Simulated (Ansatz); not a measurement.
L1₀ (CuAu-type) CuAu, treated with PBEsol in Ansatz (plane waves, PAW).

Numerical settings: plane-wave cutoff 520 eV, 20×20×14 k mesh (along the axes of the cell as run), Fermi–Dirac smearing 0.05 eV, no spin polarisation, scalar-relativistic PAW data made under PBE.

Starting structure:

```
AuCu
1.0
    2.80000     0.00000     0.00000
    0.00000     2.80000     0.00000
    0.00000     0.00000     3.67000
Cu Au
1 1
Direct
  0.00000   0.00000   0.00000
  0.50000   0.50000   0.50000
```

Question: Into what structure does the relaxation of cell and atoms lead at this level, with the symmetry of the start kept?

Answer: The volume shrinks by 1.2 %; final space group P4/mmm.
```
AuCu
1.0
    2.80705     0.00000     0.00000
    0.00000     2.80705     0.00000
    0.00000     0.00000     3.60711
Cu Au
1 1
Direct
  0.00000   0.00000   0.00000
  0.50000   0.50000   0.50000
```

Ansatz is a program for electronic structure.
